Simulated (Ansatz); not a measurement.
**Convergence test for Fe3Ag (I4/mmm, 4 atoms in the cell)**

```yaml
crystal:
  lattice:
    - [-1.77138, 1.77138, 3.94565]
    - [1.77138, -1.77138, 3.94565]
    - [1.77138, 1.77138, -3.94565]
  atoms:
    - { symbol: Fe, position: [0.50000, 0.50000, 0.00000], spin: 4.0 }
    - { symbol: Fe, position: [0.75000, 0.25000, 0.50000], spin: 4.0 }
    - { symbol: Fe, position: [0.25000, 0.75000, 0.50000], spin: 4.0 }
    - { symbol: Ag, position: [0.00000, 0.00000, 0.00000] }
```
(The spins are starting values, not results.)

Level of theory: PBE (plane waves, PAW; Ansatz, an electronic-structure program).

The starting cell was generated: these elements placed on a structure prototype, without a prior relaxation; it need not be a known phase or ordering of this composition. Its lattice was rescaled by a random factor within 2.5 % of one. The magnetic order is the one reached from the typed start; others were not searched systematically. In the base run, with a pressure of about 15 GPa the cell is away from its equilibrium volume at this level. Ansatz's pressure includes its estimate of the finite-basis (Pulay) stress.

Held fixed: kpoints.mp_grid.grid = 9 9 9; hamiltonian.xc = pbe; hamiltonian.pseudopotentials = {kind: paw} (the program's default PAW files); magnetization.spin_polarized = true; scf.occupations.method = cold; scf.occupations.width = 0.05 eV.

ΔF is the free energy per atom less that of the last row (840 eV).

The first pressure column holds Ansatz's estimate of the finite-basis (Pulay) stress, which hides part of the cutoff error; the other is without it.

The magnetic state is not the same in all runs (site moments differ, or a search went on to a lower state), so steps between rows are not convergence errors alone.

The series runs over basis.ecutwfc = 170 eV; 210 eV; 250 eV; 295 eV; 335 eV; 380 eV; 420 eV; 485 eV; 545 eV; 630 eV; 735 eV; 840 eV.

**Question.** From which setting on does the pressure stay within 0.2 GPa of the last one?

**Answer.** From basis.ecutwfc = 335 eV on; the one before it is off by 2.1 GPa. The value it settles on is 14.7 GPa at this level of theory and with the other settings as held.

| basis.ecutwfc | ΔF (meV/atom) | pressure (GPa) | size of the net moment (μB/atom) | pressure at a fixed set of plane waves (GPa) | plane waves | iterations |
|---|---|---|---|---|---|---|
| 170 eV | 39190.8 | -47.31 | 1.69 | -1912.34 | 245 | 15 |
| 210 eV | 10502.8 | 24.75 | 2.13 | -622.25 | 353 | 15 |
| 250 eV | 2452.8 | 31.86 | 1.94 | -174.63 | 439 | 15 |
| 295 eV | 377.2 | 16.75 | 1.93 | -25.96 | 559 | 15 |
| 335 eV | 56.6 | 14.78 | 1.92 | 6.51 | 687 | 17 |
| 380 eV | 6.6 | 14.73 | 1.92 | 14.00 | 841 | 16 |
| 420 eV | 3.5 | 14.70 | 1.92 | 14.61 | 981 | 17 |
| 485 eV | 1.62 | 14.69 | 1.92 | 14.58 | 1203 | 16 |
| 545 eV | 0.67 | 14.69 | 1.92 | 14.65 | 1419 | 16 |
| 630 eV | 0.36 | 14.68 | 1.92 | 14.67 | 1753 | 16 |
| 735 eV | 0.10 | 14.68 | 1.92 | 14.67 | 2241 | 16 |
| 840 eV | 0.00 | 14.68 | 1.92 | 14.68 | 2719 | 16 |

Keys are those of Ansatz 0.2.
